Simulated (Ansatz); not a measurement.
Consider CsPbCl3 in the cubic perovskite structure (space group Pm-3m, No. 221).

```xyz
5
Lattice="5.5209 0.0000 0.0000 0.0000 5.5209 0.0000 0.0000 0.0000 5.5209" Properties=species:S:1:pos:R:3 pbc="T T T"
Cs     0.0000     0.0000     0.0000
Pb     2.7604     2.7604     2.7604
Cl     2.7604     0.0000     2.7604
Cl     0.0000     2.7604     2.7604
Cl     2.7604     2.7604     0.0000
```

Level of theory: LDA/PAW in Ansatz (a program for electronic structure), no spin-orbit coupling.

For the base:

* **Band gap**: 1.53 eV
* **Shortest interatomic distance**: 2.760 Å

One thing is altered: cell and atoms relaxed at a pressure of 1.5 GPa.

What does the calculation give for the band gap after the change?

The band gap shrinks by 0.24 eV, from 1.53 eV to 1.29 eV.

How does this affect the shortest interatomic distance?

The shortest interatomic distance shrinks by 0.0418 Å to 2.719 Å.

With Pb present, leaving out spin-orbit coupling can change the band edges. Load acts through the strain it causes; cell and atoms are relaxed under it. Whether these cells are dynamically stable was not tested. Many cubic perovskites are stable only at high temperature; tilts and polar distortions were not tested. This is not the structure that CsPbCl3 has at room temperature and ambient pressure.
